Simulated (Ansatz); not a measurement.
Start from ZrSeO (space group P4/nmm, No. 129; a = 3.647 Å, c = 6.588 Å; a cell from a computed database, its experimental status unchecked). Axes: x, y, z lie along a, b, c of the conventional cell.

All numbers come from Ansatz (a program for electronic structure), PBEsol, PAW, cutoff 420 eV, no spin-orbit coupling.

Before the change:

| Property | Result |
|---|---|
| Electron mass | 0.87 mₑ along c, 0.32 mₑ across (at Γ) |
| Valence-band top at Γ | 0.00, 0.00, -1.35 eV |

One thing is altered: biaxial strain −1.84 %, plane normal [001], relaxed out of plane (Cartesian); in-plane vectors clamped, the third vector and the atoms free.

Problem. What happens to the in-plane stress?

Solution. The mean in-plane stress (compression positive) is +5.9 GPa.

Problem. Estimate the effect on the out-of-plane strain.

Solution. The out-of-plane strain comes out as +1.82 %.

Problem. What does the calculation give for the electron mass after the change?

Solution. The electron mass becomes 0.92 mₑ out of plane, 0.30 mₑ in plane (at Γ) (base: 0.87 mₑ along c, 0.32 mₑ across (at Γ)).

Problem. Predict the new valence-band top at Γ.

Solution. The valence-band top at Γ (three highest levels, from the VBM) becomes 0.00, 0.00, -1.17 eV (base: 0.00, 0.00, -1.35 eV).

The levels and masses belong to the bands next to the band gap. Effective masses come from finite differences of ±0.01 Å⁻¹. Stability against distortions was not tested.
